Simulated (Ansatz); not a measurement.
Base system: GaN in the zinc blende structure (space group F-43m, No. 216).

```
CELL_PARAMETERS angstrom
      0.00000     2.24895     2.24895
      2.24895     0.00000     2.24895
      2.24895     2.24895     0.00000
ATOMIC_POSITIONS crystal
  Ga 0.00000 0.00000 0.00000
  N  0.25000 0.25000 0.25000
```

Cartesian axes are those of the cell as printed.

Method: r2SCAN/PAW in Ansatz (a first-principles code), spin-orbit coupling left out.

Strains are applied to the cell and any free atomic positions relax; under biaxial strain the out-of-plane vector relaxes too.

One change was made to it. Results:

| quantity | base | after |
|---|---|---|
| volume per atom | 11.37 Å³ | 11.48 Å³ |
| hole mass | – | 0.17 mₑ out of plane, 0.84 mₑ in plane (at Γ) |
| valence-band top at Γ (three highest levels, from the VBM) | 0.00, 0.00, 0.00 eV | 0.00, -0.09, -0.09 eV |
| energy relative to the base (free energy F) | 0 meV/atom | +1.9 meV/atom |

Q: Name the change that was made.
A. biaxial strain +2.00 %, plane normal [001], relaxed out of plane
B. biaxial strain +1.00 %, plane normal [001], relaxed out of plane
C. biaxial strain +1.50 %, plane normal [001], relaxed out of plane
D. biaxial strain +2.50 %, plane normal [001], relaxed out of plane

A: B, biaxial strain +1.00 %, plane normal [001], relaxed out of plane. For comparison, the valence-band top at Γ in the other runs: biaxial strain +2.50 %, plane normal [001], relaxed out of plane gives 0.00, -0.22, -0.22 eV; biaxial strain +1.50 %, plane normal [001], relaxed out of plane gives 0.00, -0.14, -0.14 eV; biaxial strain +2.00 %, plane normal [001], relaxed out of plane gives 0.00, -0.18, -0.18 eV.

The levels and masses belong to the bands next to the band gap. Masses are band curvatures over ±0.01 Å⁻¹ around the edge. Stability against distortions was not tested. This is not the structure that GaN has at room temperature and ambient pressure.
